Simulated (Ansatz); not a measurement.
Start from MoSi2 (space group I4/mmm, No. 139; relaxed with 0.1 eV smearing).

```
CELL_PARAMETERS angstrom
     -1.58700     1.58700     3.88936
      1.58700    -1.58700     3.88936
      1.58700     1.58700    -3.88936
ATOMIC_POSITIONS crystal
  Si 0.66479 0.66479 0.00000
  Si 0.33521 0.33521 0.00000
  Mo 0.00000 0.00000 0.00000
```

Cartesian axes are those of the cell as printed.

All numbers come from DFT with LDA, PAW potentials and a 420 eV plane-wave cutoff in Ansatz (a first-principles code), no spin-orbit coupling.

The change: uniaxial strain ε_xx = −1.00 %, all other strain components held at zero, atoms relaxed at fixed cell.

Problem. Predict the stress tensor and what it implies for the stiffness.

Solution. Stress of the strained cell less that of the base (GPa, compression positive):
```
    4.4     0.0     0.0
    0.0     1.3     0.0
    0.0     0.0     1.0
```

Then −Δσ_ii/ε with ε = -0.0100 gives relaxed-ion elastic constants: C11 ≈ 436 GPa, C12 ≈ 131 GPa and C13 ≈ 104 GPa.

No phonon test of stability was made. All final runs are without spin polarisation.
